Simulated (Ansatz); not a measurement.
Consider the following.

```
GaN
1.0
    0.00000     2.18603     2.31506
    2.18603     0.00000     2.31506
    2.18603     2.18603     0.00000
Ga N
1 1
Direct
  0.00000   0.00000   0.00000
  0.25000   0.25000   0.25000
```

Method: r2SCAN with spin-orbit coupling, rigid bands (plane waves, PAW; Ansatz, a first-principles code). Condition of this run: biaxial stress in (001) of 8 GPa (compression positive) (the target of the relaxation). Geometry: cell and atoms relaxed with PBEsol, then loaded as said.

Q: What conductivity effective mass do dilute holes have at 300 K?

A: 0.65 (x), 0.65 (y), 0.93 (z) mₑ.

Q: Predict the electron conductivity mass (n e² τ/σ) at 300 K, by direction if it differs.

A: 0.190 (x), 0.190 (y), 0.20 (z) mₑ.

Q: And the band gap?

A: 2.24 eV at this level; semilocal functionals usually fall short of the measured gap.

Rigid bands, one relaxation time for all states, no polarons. Geometry: cell and atoms relaxed with PBEsol.
